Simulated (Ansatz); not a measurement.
SrTaNO₂ (Ama2, No. 40, 20 atoms in the cell; start mp-2583419), treated with HSE06 (Ansatz, a program for electronic structure, PAW).

Settings: plane-wave cutoff 460 eV, 4×4×4 k mesh, Fermi–Dirac smearing 0.01 eV, scalar-relativistic PAW data made under PBE.

Cell (relaxed with PBEsol):

```
SrTaNO2
1.0
    8.00017     0.00000     0.00000
    0.00000     4.06700     3.96530
    0.00000    -4.06700     3.96530
Sr Ta N O
4 4 4 8
Direct
  0.75000   0.99200   0.99835
  0.25000   0.99835   0.99200
  0.75000   0.48658   0.49386
  0.25000   0.49386   0.48658
  0.99261   0.98866   0.50327
  0.00739   0.50327   0.98866
  0.50739   0.98866   0.50327
  0.49261   0.50327   0.98866
  0.25000   0.45640   0.96899
  0.75000   0.96899   0.45640
  0.00000   0.74456   0.74456
  0.50000   0.74456   0.74456
  0.25000   0.05368   0.53743
  0.75000   0.53743   0.05368
  0.54186   0.24193   0.76215
  0.45814   0.76215   0.24193
  0.95814   0.24193   0.76215
  0.04186   0.76215   0.24193
  0.00000   0.26598   0.26598
  0.50000   0.26598   0.26598
```

Q: Give the computed band gap and smallest direct gap on the k points sampled.

A: 
- band gap: 2.21 eV (on the SCF k mesh)
- smallest direct gap on the k points sampled: 2.31 eV

Note: cell and atoms aren't relaxed at this level (pressure 0.8 GPa).

Spin–orbit coupling is not included.

A start named mp-… is a Materials Project structure, which need not be a measured phase.
